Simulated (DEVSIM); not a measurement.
System: Schottky contact on n-type InP, at 250 K.

Layer 1 from the left is InP, thickness (μm) 2.20, Nd (cm⁻³) 3.9e16, τn (s) 6.6e-10, τp (s) 6.6e-10.

Left contact: Schottky, work function 5.04 eV, emission velocity 1.9e6 cm/s. Right contact: ohmic. Voltage is applied to the left contact. Recombination: SRH at mid-gap, Auger. Mobility is μmin + (μ − μmin)/(1 + (N/Nref)^α).

The device is made up for the run: typed textbook-type constants, with dimensions and the other settings drawn at random. Values at 300 K; Nc and Nv go as T^1.5, mobilities as T to minus their exponent, the gap by Varshni's rule with the affinity fixed.

InP: gap (eV) 1.344, affinity (eV) 4.38, permittivity 12.5, Nc (cm⁻³) 5.7e17, Nv (cm⁻³) 1.1e19, μn (cm²/Vs) 5200, μp (cm²/Vs) 170, μn,min 400, μp,min 10, Nref,n 3e17, Nref,p 4.9e17, αn 0.47, αp 0.62, T exponent of μn 2, T exponent of μp 2, Cn (cm⁶/s) 9e-31, Cp (cm⁶/s) 9e-31, Varshni α (eV/K) 0.000363, Varshni β (K) 162.

Q: Estimate by hand the built-in potential, the peak field at zero bias, the capacitance at -4 V, and compare with a numerical solution.

A: 
- Built-in potential: barrier φB = 0.660 eV; Vbi = φB − kT/q ln(N_band/N) = 0.608 V; numerical 0.608 V.
- Peak field at zero bias: depletion approximation: W = √(2εVbi/(qN)) = 0.147 μm with N = 3.90e16 cm⁻³; field = 2Vbi/W = 82900 V/cm; numerical 81100 V/cm (estimate above by 2.2 %).
- Capacitance at -4 V: C = √(qεN / 2(Vbi + |V|)) = 27.4 nF/cm²; numerical 27.5 nF/cm².

Model (solved in DEVSIM): 1D drift-diffusion, Boltzmann statistics, complete ionisation; no tunnelling, impact ionisation, image-force lowering or self-heating. Metal contacts follow the ideal Schottky-Mott rule: no Fermi-level pinning, no interface dipoles.
